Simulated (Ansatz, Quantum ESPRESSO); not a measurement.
A Quantum ESPRESSO input for a self-consistent single point of MgPd3 (Pm-3m, 4 atoms in the cell) (DFT, PBEsol, plane waves, GBRV 1.5 ultrasoft (PBESOL) pseudopotentials):

```fortran
&CONTROL
    calculation = 'scf'
    prefix = 'pwscf'
    outdir = './tmp/'
    pseudo_dir = './'
    verbosity = 'high'
    tprnfor = .true.
    tstress = .true.
/
&SYSTEM
    ibrav = 0
    nat = 4
    ntyp = 2
    ecutwfc = 40
    ecutrho = 320
    occupations = 'smearing'
    smearing = 'fd'
    degauss = 0.0073499
/
&ELECTRONS
    conv_thr = 1.0e-11
/
ATOMIC_SPECIES
Mg    24.3050  mg_pbesol_v1.4.uspp.F.UPF
Pd   106.4200  pd_pbesol_v1.4.uspp.F.UPF
CELL_PARAMETERS {angstrom}
   3.88546800     0.00000000     0.00000000
   0.00000000     3.88546800     0.00000000
   0.00000000     0.00000000     3.88546800
ATOMIC_POSITIONS {crystal}
Mg    0.00000000    0.00000000    0.00000000
Pd    0.00000000    0.50000000    0.50000000
Pd    0.50000000    0.00000000    0.50000000
Pd    0.50000000    0.50000000    0.00000000
K_POINTS {automatic}
7 7 7  0 0 0
```

### Question
Write the same calculation as an input for Ansatz (an electronic-structure program).

### Answer
One input that does it (others would too):

Ansatz 0.2 input:
```yaml
# MgPd3
crystal:
  lattice:
    - [3.885468, 0.000000, 0.000000]
    - [0.000000, 3.885468, 0.000000]
    - [0.000000, 0.000000, 3.885468]
  atoms:
    - { symbol: Mg, position: [0.000000, 0.000000, 0.000000] }
    - { symbol: Pd, position: [0.000000, 0.500000, 0.500000] }
    - { symbol: Pd, position: [0.500000, 0.000000, 0.500000] }
    - { symbol: Pd, position: [0.500000, 0.500000, 0.000000] }
basis:
  ecutwfc: 30.9 Ry
kpoints:
  mp_grid: { grid: [7, 7, 7] }
hamiltonian:
  xc: pbesol
  pseudopotentials: { kind: paw }
scf:
  occupations: { method: fermi_dirac, width: 0.0073 Ry }
output:
  forces: true
  eigenvalues: true
  stress: true
```

Basis settings and potentials, where a program has them, do not carry over. This input uses DFT, PBEsol, plane waves, default PAW files made with PBE. The width in Ry is rounded to four decimals. Both were run: pressure 3.03 GPa in Quantum ESPRESSO and 2.58 in Ansatz. Ansatz's pressure is the one without its finite-basis correction.

On Ansatz: the starting cell comes from a database of computed structures (which also holds hypothetical and non-ambient phases and stackings), without a prior relaxation at this level. Its lattice was rescaled by a random factor within 2.5 % of one. For this run, on top of that: lattice scaled by 0.98. Spin polarisation is off.

On Quantum ESPRESSO: the starting cell comes from a database of computed structures (which also holds hypothetical and non-ambient phases and stackings), without a prior relaxation at this level. Its lattice was rescaled by a random factor within 2.5 % of one. For this run, on top of that: lattice scaled by 0.98. Spin polarisation is off. With a pressure of about 3 GPa the cell is away from its equilibrium volume at this level.
